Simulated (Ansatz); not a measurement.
Ge well of 13 atomic layers along [001] in random Si0.2Ge0.8, interfaces sharp

Prepared with Tersoff's 1989 multicomponent potential (SiCGe.tersoff) run with LAMMPS: minimisation. Geometry as solved with Ansatz (a quantum-chemistry and plane-wave program) with PBE, support functions at accuracy medium on the grid of 370 eV.

```xyz
720
Lattice="17.11 0.00 0.00 0.00 17.11 0.00 0.00 0.00 57.37" Properties=species:S:1:pos:R:3 pbc="T T T"
Si    -0.03     0.00    -0.04
Ge     1.40     1.39     1.39
Ge     2.86     2.87     0.03
Si     4.26     4.28     1.43
Ge     2.86    -0.03     2.81
Ge     4.28     1.41     4.27
Ge     0.00     2.85     2.83
Ge     1.43     4.28     4.26
Ge    -0.01    -0.01     5.70
Ge     1.42     1.41     7.14
Ge     2.85     2.85     5.71
Ge     4.30     4.28     7.13
Ge     2.85    -0.02     8.59
Ge     4.25     1.45    10.03
Ge     0.00     2.84     8.59
Ge     1.43     4.26    10.05
Ge    -0.02    -0.05    11.48
Ge     1.42     1.46    12.85
Si     2.84     2.84    11.44
Ge     4.26     4.21    12.88
Ge     2.85     0.02    14.29
Si     4.28     1.44    15.69
Ge    -0.04     2.90    14.27
Ge     1.38     4.31    15.75
Ge    -0.02     0.01    17.14
Ge     1.43     1.42    18.58
Ge     2.86     2.83    17.12
Ge     4.27     4.27    18.59
Ge     2.85     0.00    20.05
Ge     4.28     1.43    21.49
Ge     0.00     2.86    20.02
Ge     1.42     4.27    21.48
Ge     0.00     0.00    22.94
Ge     1.42     1.43    24.39
Ge     2.85     2.85    22.94
Ge     4.27     4.28    24.39
Ge     2.85     0.00    25.84
Ge     4.28     1.42    27.30
Ge     0.00     2.85    25.84
Ge     1.42     4.28    27.30
Ge     0.00     0.00    28.74
Ge     1.42     1.42    30.20
Ge     2.85     2.85    28.75
Ge     4.28     4.28    30.20
Ge     2.85    -0.01    31.65
Ge     4.28     1.42    33.09
Ge    -0.01     2.84    31.65
Ge     1.42     4.28    33.09
Ge    -0.01    -0.02    34.57
Ge     1.42     1.43    35.99
Ge     2.84     2.85    34.54
Ge     4.27     4.27    35.98
Ge     2.84    -0.02    37.43
Ge     4.24     1.43    38.90
Ge    -0.02     2.83    37.45
Ge     1.42     4.27    38.89
Ge    -0.03     0.04    40.26
Ge     1.43     1.47    41.70
Si     2.83     2.86    40.28
Ge     4.25     4.25    41.69
Ge     2.86    -0.01    43.12
Ge     4.27     1.43    44.56
Si     0.04     2.88    43.14
Si     1.39     4.25    44.56
Ge     0.04     0.04    45.99
Si     1.42     1.47    47.40
Ge     2.83     2.88    46.00
Si     4.31     4.25    47.39
Ge     2.83     0.05    48.79
Ge     4.26     1.50    50.22
Ge     0.01     2.86    48.84
Si     1.46     4.24    50.26
Ge    -0.02     0.02    51.64
Ge     1.44     1.45    53.06
Si     2.83     2.87    51.63
Ge     4.23     4.27    53.05
Ge     2.83    -0.01    54.51
Ge     4.26     1.43    55.95
Ge    -0.01     2.82    54.56
Ge     1.41     4.29    55.96
Ge    -0.05     5.75    -0.03
Ge     1.39     7.16     1.43
Ge     2.80     8.59    -0.03
Ge     4.27     9.98     1.42
Ge     2.87     5.70     2.82
Ge     4.30     7.13     4.29
Si    -0.01     8.55     2.85
Ge     1.39     9.96     4.26
Ge    -0.02     5.71     5.69
Ge     1.41     7.12     7.15
Ge     2.84     8.56     5.72
Ge     4.29     9.99     7.15
Ge     2.85     5.69     8.58
Ge     4.28     7.12    10.00
Ge    -0.03     8.54     8.60
Ge     1.41    10.00    10.01
Ge    -0.07     5.70    11.44
Ge     1.39     7.13    12.86
Ge     2.84     8.56    11.43
Ge     4.27    10.00    12.84
Ge     2.83     5.69    14.29
Ge     4.27     7.14    15.71
Ge    -0.03     8.56    14.30
Ge     1.41     9.99    15.72
Si    -0.03     5.71    17.16
Ge     1.38     7.10    18.57
Ge     2.83     8.55    17.16
Ge     4.27     9.97    18.60
Ge     2.83     5.69    20.03
Ge     4.27     7.12    21.48
Ge    -0.02     8.56    20.01
Ge     1.41     9.97    21.47
Ge     0.00     5.71    22.93
Ge     1.42     7.13    24.39
Ge     2.84     8.55    22.93
Ge     4.27     9.98    24.38
Ge     2.85     5.70    25.84
Ge     4.28     7.13    27.29
Ge     0.00     8.55    25.84
Ge     1.43     9.98    27.29
Ge     0.00     5.70    28.75
Ge     1.43     7.13    30.19
Ge     2.85     8.56    28.74
Ge     4.27     9.98    30.20
Ge     2.85     5.71    31.64
Ge     4.27     7.13    33.10
Ge     0.00     8.56    31.65
Ge     1.42     9.99    33.11
Ge     0.00     5.70    34.53
Ge     1.41     7.13    35.98
Ge     2.86     8.56    34.55
Ge     4.27     9.99    36.04
Ge     2.84     5.71    37.42
Ge     4.30     7.16    38.82
Ge    -0.01     8.56    37.43
Ge     1.42    10.02    38.84
Si     0.01     5.69    40.28
Ge     1.40     7.11    41.68
Ge     2.85     8.56    40.27
Ge     4.29     9.98    41.71
Ge     2.81     5.66    43.17
Ge     4.29     7.07    44.60
Ge    -0.02     8.60    43.09
Ge     1.45     9.98    44.55
Ge    -0.01     5.65    45.98
Ge     1.44     7.09    47.42
Ge     2.88     8.55    46.02
Si     4.29     9.97    47.42
Ge     2.88     5.63    48.83
Ge     4.28     7.16    50.21
Ge     0.02     8.56    48.86
Si     1.42     9.99    50.26
Ge     0.04     5.66    51.65
Ge     1.38     7.17    53.12
Ge     2.81     8.58    51.65
Ge     4.24    10.00    53.09
Ge     2.83     5.71    54.51
Ge     4.26     7.13    55.95
Si    -0.03     8.58    54.55
Si     1.37     9.97    55.91
Ge    -0.01    11.41    -0.05
Ge     1.46    12.85     1.38
Si     2.86    14.30     0.00
Si     4.24    15.66     1.39
Ge     2.84    11.40     2.85
Ge     4.28    12.83     4.30
Ge    -0.01    14.25     2.82
Ge     1.43    15.67     4.27
Ge    -0.01    11.40     5.72
Ge     1.42    12.82     7.17
Ge     2.85    14.25     5.74
Ge     4.30    15.65     7.19
Ge     2.89    11.44     8.61
Si     4.27    12.89    10.01
Ge    -0.03    14.22     8.62
Ge     1.44    15.64    10.04
Ge    -0.04    11.44    11.42
Ge     1.41    12.90    12.84
Si     2.87    14.24    11.42
Ge     4.25    15.66    12.83
Ge     2.83    11.43    14.27
Ge     4.27    12.83    15.72
Si    -0.05    14.26    14.27
Ge     1.38    15.66    15.68
Ge    -0.06    11.44    17.10
Ge     1.39    12.83    18.58
Ge     2.83    14.26    17.14
Ge     4.26    15.70    18.58
Ge     2.83    11.41    20.03
Ge     4.27    12.84    21.47
Ge    -0.01    14.26    20.04
Ge     1.42    15.68    21.49
Ge     0.00    11.40    22.94
Ge     1.43    12.83    24.39
Ge     2.85    14.26    22.94
Ge     4.28    15.68    24.39
Ge     2.85    11.40    25.84
Ge     4.28    12.83    27.29
Ge     0.00    14.26    25.84
Ge     1.43    15.68    27.29
Ge     0.00    11.41    28.75
Ge     1.43    12.83    30.20
Ge     2.85    14.25    28.74
Ge     4.27    15.68    30.20
Ge     2.85    11.41    31.66
Ge     4.27    12.83    33.12
Ge     0.00    14.26    31.65
Ge     1.42    15.68    33.11
Ge     0.00    11.41    34.57
Ge     1.42    12.83    36.05
Ge     2.84    14.25    34.57
Ge     4.28    15.68    35.98
Si     2.84    11.40    37.43
Ge     4.26    12.80    38.84
Si    -0.03    14.21    37.46
Ge     1.38    15.66    38.84
Ge    -0.07    11.43    40.27
Ge     1.41    12.83    41.70
Ge     2.84    14.26    40.27
Ge     4.32    15.64    41.74
Ge     2.88    11.44    43.14
Si     4.32    12.85    44.52
Ge    -0.02    14.26    43.12
Ge     1.42    15.68    44.55
Ge    -0.01    11.40    45.96
Ge     1.46    12.81    47.38
Ge     2.90    14.24    45.93
Ge     4.28    15.69    47.39
Ge     2.87    11.36    48.84
Si     4.24    12.81    50.25
Ge     0.02    14.24    48.81
Ge     1.44    15.69    50.24
Ge     0.02    11.36    51.71
Si     1.38    12.83    53.12
Ge     2.82    14.20    51.69
Ge     4.28    15.65    53.10
Ge     2.77    11.42    54.53
Ge     4.24    12.88    55.94
Si     0.00    14.20    54.52
Ge     1.38    15.65    55.95
Ge     5.67    -0.04     0.02
Ge     7.12     1.42     1.44
Ge     8.56     2.86     0.01
Ge     9.98     4.30     1.47
Ge     8.59     0.04     2.90
Si    10.03     1.41     4.31
Ge     5.68     2.89     2.84
Ge     7.17     4.29     4.27
Ge     5.71    -0.02     5.73
Ge     7.16     1.40     7.16
Ge     8.59     2.82     5.69
Ge     9.98     4.28     7.14
Si     8.55    -0.02     8.56
Ge     9.95     1.38    10.00
Ge     5.71     2.84     8.58
Ge     7.13     4.29     9.99
Ge     5.71    -0.01    11.42
Ge     7.10     1.43    12.89
Ge     8.54     2.84    11.44
Ge    10.00     4.26    12.85
Ge     8.57    -0.02    14.28
Ge    10.00     1.42    15.71
Si     5.66     2.81    14.31
Ge     7.09     4.24    15.69
Ge     5.67     0.04    17.13
Ge     7.12     1.43    18.59
Ge     8.56     2.85    17.14
Ge     9.99     4.29    18.58
Ge     8.55     0.00    20.04
Ge     9.98     1.43    21.48
Ge     5.70     2.85    20.04
Ge     7.13     4.28    21.49
Ge     5.70     0.00    22.94
Ge     7.13     1.43    24.39
Ge     8.56     2.85    22.94
Ge     9.98     4.28    24.38
Ge     8.55     0.00    25.84
Ge     9.98     1.43    27.29
Ge     5.70     2.85    25.84
Ge     7.13     4.28    27.29
Ge     5.70     0.00    28.75
Ge     7.13     1.43    30.20
Ge     8.55     2.85    28.74
Ge     9.98     4.28    30.20
Ge     8.56     0.00    31.65
Ge     9.98     1.42    33.10
Ge     5.71     2.86    31.65
Ge     7.13     4.28    33.11
Ge     5.71     0.00    34.53
Ge     7.13     1.42    35.99
Ge     8.56     2.85    34.55
Ge    10.00     4.25    36.02
Ge     8.57    -0.01    37.42
Ge    10.04     1.40    38.86
Ge     5.68     2.83    37.43
Ge     7.13     4.25    38.86
Ge     5.73     0.02    40.33
Si     7.17     1.39    41.74
Ge     8.56     2.79    40.31
Ge     9.97     4.25    41.73
Si     8.55    -0.01    43.10
Ge     9.95     1.35    44.57
Ge     5.73     2.83    43.11
Ge     7.09     4.30    44.59
Ge     5.74     0.02    45.98
Si     7.10     1.44    47.42
Ge     8.51     2.82    46.00
Ge     9.96     4.29    47.38
Ge     8.55     0.01    48.77
Ge     9.98     1.43    50.23
Si     5.70     2.84    48.75
Ge     7.09     4.25    50.18
Ge     5.68     0.02    51.65
Ge     7.13     1.43    53.10
Ge     8.54     2.87    51.65
Ge     9.99     4.31    53.07
Ge     8.55     0.00    54.54
Ge    10.00     1.43    55.96
Ge     5.68     2.87    54.51
Ge     7.12     4.29    55.95
Ge     5.67     5.69     0.05
Ge     7.16     7.10     1.46
Ge     8.59     8.52    -0.02
Ge    10.00     9.97     1.43
Si     8.57     5.71     2.87
Ge     9.98     7.12     4.27
Ge     5.74     8.58     2.88
Si     7.14     9.98     4.30
Ge     5.76     5.73     5.73
Si     7.15     7.15     7.13
Ge     8.55     8.58     5.73
Si    10.00    10.01     7.10
Ge     8.54     5.74     8.54
Ge     9.98     7.15     9.98
Ge     5.74     8.53     8.55
Ge     7.15    10.00     9.98
Ge     5.69     5.68    11.45
Ge     7.14     7.13    12.86
Ge     8.57     8.58    11.44
Ge    10.05    10.02    12.84
Ge     8.56     5.68    14.29
Ge    10.01     7.14    15.71
Ge     5.70     8.57    14.28
Ge     7.14     9.99    15.72
Ge     5.70     5.70    17.15
Ge     7.13     7.12    18.59
Ge     8.57     8.55    17.16
Ge    10.00     9.98    18.59
Ge     8.56     5.70    20.04
Ge     9.99     7.13    21.48
Ge     5.70     8.55    20.04
Ge     7.13     9.98    21.48
Ge     5.70     5.70    22.93
Ge     7.13     7.13    24.38
Ge     8.56     8.55    22.94
Ge     9.98     9.98    24.39
Ge     8.55     5.70    25.84
Ge     9.98     7.13    27.29
Ge     5.70     8.56    25.83
Ge     7.12     9.98    27.29
Ge     5.70     5.70    28.74
Ge     7.13     7.13    30.19
Ge     8.55     8.55    28.74
Ge     9.97     9.98    30.20
Ge     8.55     5.71    31.65
Ge     9.98     7.13    33.11
Ge     5.70     8.56    31.64
Ge     7.12     9.98    33.10
Ge     5.70     5.71    34.55
Ge     7.10     7.16    36.01
Ge     8.55     8.56    34.56
Ge     9.96    10.01    36.01
Ge     8.55     5.70    37.42
Ge     9.99     7.13    38.85
Si     5.71     8.59    37.42
Ge     7.14    10.00    38.81
Ge     5.69     5.70    40.27
Ge     7.13     7.13    41.70
Ge     8.56     8.57    40.27
Ge    10.01    10.00    41.69
Ge     8.55     5.71    43.15
Ge    10.01     7.17    44.53
Ge     5.70     8.53    43.15
Ge     7.12    10.00    44.55
Si     5.67     5.66    46.02
Ge     7.07     7.13    47.40
Ge     8.54     8.56    45.97
Ge    10.02     9.99    47.36
Ge     8.56     5.73    48.83
Si     9.98     7.13    50.24
Si     5.67     8.58    48.77
Ge     7.10     9.96    50.19
Ge     5.69     5.70    51.64
Ge     7.14     7.12    53.08
Ge     8.56     8.53    51.62
Ge     9.97     9.97    53.07
Ge     8.59     5.73    54.55
Si    10.01     7.13    55.95
Ge     5.69     8.56    54.51
Ge     7.13     9.97    55.95
Ge     5.69    11.42    -0.01
Ge     7.13    12.82     1.44
Ge     8.55    14.25     0.00
Ge     9.98    15.69     1.44
Ge     8.54    11.37     2.89
Ge    10.01    12.78     4.32
Ge     5.66    14.28     2.82
Ge     7.13    15.68     4.27
Ge     5.75    11.39     5.71
Ge     7.13    12.85     7.20
Ge     8.56    14.25     5.73
Ge     9.98    15.72     7.15
Ge     8.64    11.41     8.58
Si    10.04    12.80    10.03
Si     5.68    14.23     8.61
Ge     7.14    15.66     9.95
Ge     5.68    11.45    11.38
Ge     7.14    12.83    12.84
Ge     8.60    14.23    11.39
Ge    10.03    15.64    12.87
Ge     8.58    11.41    14.28
Ge    10.03    12.84    15.69
Ge     5.70    14.26    14.28
Ge     7.12    15.69    15.72
Ge     5.70    11.40    17.16
Ge     7.14    12.83    18.59
Ge     8.58    14.26    17.15
Ge     9.99    15.69    18.60
Ge     8.57    11.41    20.04
Ge     9.99    12.83    21.49
Ge     5.70    14.27    20.02
Ge     7.13    15.68    21.49
Ge     5.70    11.41    22.92
Ge     7.13    12.83    24.38
Ge     8.56    14.26    22.93
Ge     9.98    15.68    24.39
Ge     8.55    11.40    25.84
Ge     9.98    12.83    27.29
Ge     5.70    14.26    25.84
Ge     7.13    15.68    27.30
Ge     5.70    11.40    28.75
Ge     7.13    12.83    30.20
Ge     8.55    14.25    28.75
Ge     9.98    15.68    30.19
Ge     8.55    11.40    31.65
Ge     9.99    12.83    33.09
Ge     5.70    14.25    31.65
Ge     7.13    15.67    33.09
Ge     5.70    11.40    34.57
Ge     7.17    12.81    36.01
Ge     8.56    14.25    34.54
Ge     9.99    15.66    35.98
Si     8.57    11.41    37.42
Ge     9.97    12.79    38.87
Ge     5.71    14.25    37.42
Ge     7.13    15.68    38.87
Ge     5.73    11.43    40.30
Si     7.10    12.86    41.73
Ge     8.54    14.23    40.32
Ge    10.01    15.69    41.71
Ge     8.54    11.45    43.10
Ge    10.02    12.85    44.54
Si     5.72    14.21    43.14
Ge     7.15    15.68    44.49
Ge     5.65    11.41    45.97
Ge     7.11    12.85    47.39
Ge     8.59    14.30    45.98
Si    10.01    15.70    47.40
Ge     8.56    11.41    48.80
Ge     9.99    12.87    50.22
Ge     5.65    14.24    48.86
Ge     7.12    15.69    50.23
Ge     5.67    11.42    51.64
Ge     7.09    12.85    53.10
Ge     8.54    14.27    51.68
Ge     9.99    15.68    53.11
Ge     8.54    11.40    54.51
Ge     9.99    12.83    55.94
Si     5.68    14.25    54.51
Ge     7.09    15.64    55.93
Ge    11.45     0.01     0.04
Si    12.83     1.44     1.44
Ge    14.26     2.80     0.00
Ge    15.66     4.29     1.41
Ge    14.22     0.01     2.82
Ge    15.66     1.43     4.27
Ge    11.44     2.83     2.89
Si    12.83     4.28     4.28
Si    11.37     0.02     5.70
Ge    12.79     1.41     7.11
Ge    14.22     2.88     5.70
Ge    15.67     4.28     7.15
Ge    14.24     0.00     8.58
Ge    15.67     1.41    10.04
Ge    11.39     2.84     8.58
Ge    12.84     4.27    10.01
Ge    11.44     0.01    11.45
Si    12.85     1.41    12.85
Ge    14.26     2.86    11.50
Si    15.64     4.31    12.89
Ge    14.25    -0.02    14.24
Ge    15.64     1.45    15.72
Ge    11.46     2.82    14.27
Ge    12.90     4.26    15.71
Ge    11.43    -0.01    17.14
Ge    12.87     1.45    18.55
Si    14.27     2.86    17.14
Ge    15.68     4.27    18.54
Ge    14.26     0.00    20.02
Ge    15.69     1.43    21.47
Ge    11.41     2.85    20.02
Ge    12.83     4.29    21.46
Ge    11.40     0.00    22.93
Ge    12.83     1.43    24.38
Ge    14.26     2.86    22.92
Ge    15.68     4.28    24.38
Ge    14.26     0.00    25.83
Ge    15.68     1.43    27.29
Ge    11.41     2.85    25.84
Ge    12.83     4.28    27.29
Ge    11.41     0.00    28.74
Ge    12.83     1.43    30.20
Ge    14.25     2.85    28.75
Ge    15.68     4.27    30.20
Ge    14.26     0.00    31.65
Ge    15.68     1.41    33.11
Ge    11.40     2.85    31.65
Ge    12.83     4.28    33.10
Ge    11.41     0.00    34.55
Ge    12.81     1.44    36.03
Ge    14.25     2.85    34.56
Ge    15.68     4.28    35.99
Ge    14.24    -0.01    37.48
Si    15.67     1.42    38.84
Si    11.41     2.84    37.44
Ge    12.82     4.25    38.84
Si    11.43    -0.05    40.26
Ge    12.81     1.39    41.66
Ge    14.29     2.82    40.26
Ge    15.74     4.27    41.70
Ge    14.24     0.01    43.14
Ge    15.72     1.47    44.53
Ge    11.40     2.80    43.14
Ge    12.85     4.26    44.54
Si    11.37    -0.04    45.99
Ge    12.81     1.40    47.36
Ge    14.30     2.87    46.00
Si    15.68     4.29    47.44
Ge    14.27     0.02    48.83
Si    15.69     1.43    50.23
Ge    11.42     2.87    48.80
Ge    12.88     4.31    50.20
Ge    11.41    -0.01    51.66
Ge    12.87     1.41    53.09
Ge    14.29     2.84    51.63
Ge    15.70     4.27    53.10
Ge    14.31     0.00    54.56
Si    15.71     1.39    55.98
Ge    11.42     2.86    54.50
Ge    12.85     4.29    55.95
Ge    11.41     5.74     0.02
Si    12.84     7.13     1.43
Ge    14.28     8.50     0.01
Ge    15.70     9.96     1.44
Ge    14.20     5.70     2.85
Ge    15.67     7.16     4.24
Ge    11.46     8.55     2.86
Si    12.79    10.00     4.30
Ge    11.43     5.68     5.69
Ge    12.83     7.15     7.14
Ge    14.23     8.60     5.69
Ge    15.66     9.99     7.17
Ge    14.27     5.74     8.60
Si    15.68     7.14    10.02
Ge    11.38     8.61     8.54
Ge    12.80    10.02    10.04
Ge    11.41     5.72    11.43
Ge    12.88     7.10    12.90
Ge    14.27     8.55    11.43
Ge    15.63    10.03    12.89
Si    14.29     5.68    14.29
Ge    15.65     7.11    15.74
Ge    11.48     8.59    14.31
Si    12.91    10.00    15.72
Ge    11.44     5.70    17.14
Ge    12.86     7.17    18.55
Si    14.24     8.57    17.11
Ge    15.65     9.96    18.54
Ge    14.26     5.71    20.00
Ge    15.68     7.13    21.47
Ge    11.42     8.56    20.03
Ge    12.83     9.98    21.49
Ge    11.41     5.70    22.93
Ge    12.83     7.13    24.39
Ge    14.26     8.55    22.94
Ge    15.68     9.98    24.39
Ge    14.26     5.70    25.84
Ge    15.68     7.13    27.30
Ge    11.41     8.55    25.84
Ge    12.83     9.98    27.29
Ge    11.40     5.70    28.74
Ge    12.83     7.13    30.20
Ge    14.26     8.55    28.75
Ge    15.68     9.98    30.20
Ge    14.25     5.71    31.65
Ge    15.68     7.14    33.10
Ge    11.40     8.55    31.66
Ge    12.82     9.99    33.10
Ge    11.41     5.70    34.56
Ge    12.83     7.15    35.99
Ge    14.26     8.57    34.54
Ge    15.65    10.01    36.02
Ge    14.25     5.71    37.43
Ge    15.70     7.11    38.90
Ge    11.42     8.59    37.43
Ge    12.86    10.06    38.86
Ge    11.41     5.69    40.29
Ge    12.81     7.17    41.73
Ge    14.28     8.60    40.31
Si    15.65    10.03    41.72
Ge    14.26     5.70    43.11
Ge    15.69     7.13    44.54
Si    11.40     8.59    43.12
Ge    12.82    10.01    44.52
Ge    11.41     5.70    45.95
Ge    12.87     7.09    47.42
Ge    14.24     8.56    45.97
Ge    15.68     9.98    47.40
Si    14.31     5.69    48.79
Ge    15.68     7.09    50.25
Ge    11.41     8.52    48.84
Ge    12.85     9.95    50.27
Ge    11.44     5.76    51.64
Si    12.83     7.13    53.10
Ge    14.28     8.54    51.74
Si    15.73     9.95    53.14
Ge    14.27     5.76    54.51
Si    15.70     7.17    55.91
Ge    11.41     8.52    54.51
Ge    12.86     9.96    55.95
Ge    11.43    11.41     0.00
Ge    12.89    12.85     1.40
Si    14.32    14.22    -0.04
Ge    15.67    15.69     1.36
Ge    14.23    11.37     2.88
Ge    15.67    12.83     4.28
Ge    11.41    14.24     2.86
Ge    12.79    15.72     4.30
Si    11.41    11.34     5.71
Ge    12.79    12.79     7.12
Ge    14.23    14.26     5.71
Ge    15.67    15.67     7.16
Ge    14.26    11.44     8.61
Si    15.66    12.84    10.03
Ge    11.38    14.23     8.59
Ge    12.85    15.64    10.03
Si    11.44    11.47    11.45
Si    12.82    12.80    12.90
Ge    14.28    14.21    11.50
Si    15.69    15.64    12.90
Si    14.22    11.44    14.31
Si    15.67    12.83    15.63
Si    11.44    14.21    14.25
Ge    12.82    15.64    15.67
Ge    11.46    11.37    17.12
Ge    12.85    12.82    18.57
Ge    14.29    14.22    17.09
Ge    15.68    15.67    18.57
Ge    14.26    11.39    20.03
Ge    15.68    12.82    21.48
Ge    11.42    14.25    20.03
Ge    12.83    15.69    21.48
Ge    11.41    11.40    22.94
Ge    12.83    12.83    24.39
Ge    14.26    14.26    22.93
Ge    15.68    15.68    24.38
Ge    14.26    11.40    25.84
Ge    15.68    12.83    27.29
Ge    11.40    14.26    25.84
Ge    12.83    15.69    27.29
Ge    11.40    11.40    28.75
Ge    12.84    12.84    30.19
Ge    14.26    14.26    28.74
Ge    15.68    15.68    30.19
Ge    14.26    11.41    31.65
Ge    15.69    12.83    33.11
Ge    11.41    14.26    31.65
Ge    12.84    15.68    33.11
Ge    11.41    11.42    34.56
Ge    12.86    12.82    36.03
Ge    14.26    14.25    34.56
Ge    15.70    15.65    36.04
Si    14.28    11.45    37.45
Si    15.66    12.84    38.81
Ge    11.42    14.27    37.46
Si    12.81    15.69    38.88
Si    11.41    11.41    40.29
Ge    12.81    12.82    41.71
Ge    14.24    14.25    40.22
Ge    15.66    15.69    41.68
Si    14.24    11.39    43.09
Ge    15.63    12.80    44.51
Si    11.41    14.26    43.12
Ge    12.78    15.69    44.56
Si    11.41    11.41    45.94
Ge    12.76    12.84    47.40
Ge    14.23    14.25    45.97
Ge    15.69    15.68    47.39
Ge    14.23    11.41    48.82
Ge    15.70    12.81    50.25
Si    11.36    14.29    48.78
Ge    12.82    15.65    50.21
Ge    11.41    11.42    51.66
Ge    12.86    12.81    53.11
Ge    14.27    14.25    51.67
Ge    15.72    15.66    53.12
Ge    14.33    11.39    54.53
Si    15.70    12.86    55.92
Ge    11.44    14.26    54.54
Ge    12.89    15.66    55.99
```
